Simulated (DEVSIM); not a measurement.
Structure: Ti/SiO2/n-GaAs capacitor, at 250 K.

| layer (left to right) | material | thickness (nm) | Nd (cm⁻³) |
|---|---|---|---|
| 1 | SiO2 | 5.00 | - |
| 2 | GaAs | 2500 | 6.7e16 |

Metal gate on the left, work function 4.33 eV. Fixed charge at the semiconductor interface 0 cm⁻² (in units of +e); no interface traps.

This is a model device: material constants are rounded textbook-type values typed into the input, and sizes, dopings and lifetimes were drawn at random. Values at 300 K; Nc and Nv go as T^1.5, mobilities as T to minus their exponent, the gap by Varshni's rule with the affinity fixed.

| parameter | SiO2 | GaAs |
|---|---|---|
| gap (eV) | 9 | 1.424 |
| affinity (eV) | 0.9 | 4.07 |
| permittivity | 3.9 | 12.9 |
| Nc (cm⁻³) | - | 4.7e17 |
| Nv (cm⁻³) | - | 9e18 |
| Varshni α (eV/K) | - | 0.000541 |
| Varshni β (K) | - | 204 |

DEVSIM, 1D Poisson equation in equilibrium, Boltzmann statistics, complete ionisation; no quantum confinement or tunnelling. Metal contacts follow the ideal Schottky-Mott rule: no Fermi-level pinning, no interface dipoles.

The interface trap density was swept, all else fixed.

| interface trap density (cm^-2 eV^-1) | minimum of the low-frequency capacitance (μF/cm²) | threshold voltage (band bending 2φF) (V) | flat-band voltage (V) |
|---|---|---|---|
| 0 | 0.0660 | -1.34 | 0.22 |
| 1e10 | 0.0673 | -1.35 | 0.23 |
| 1e11 | 0.0790 | -1.36 | 0.24 |
| 3e11 | 0.103 | -1.39 | 0.27 |
| 1e12 | 0.174 | -1.49 | 0.38 |
| 2e12 | 0.251 | -1.63 | 0.54 |

From the first row to the last the minimum of the low-frequency capacitance goes from 0.0660 to 0.251. From the first row to the last the threshold voltage (band bending 2φF) goes from -1.34 to -1.63.
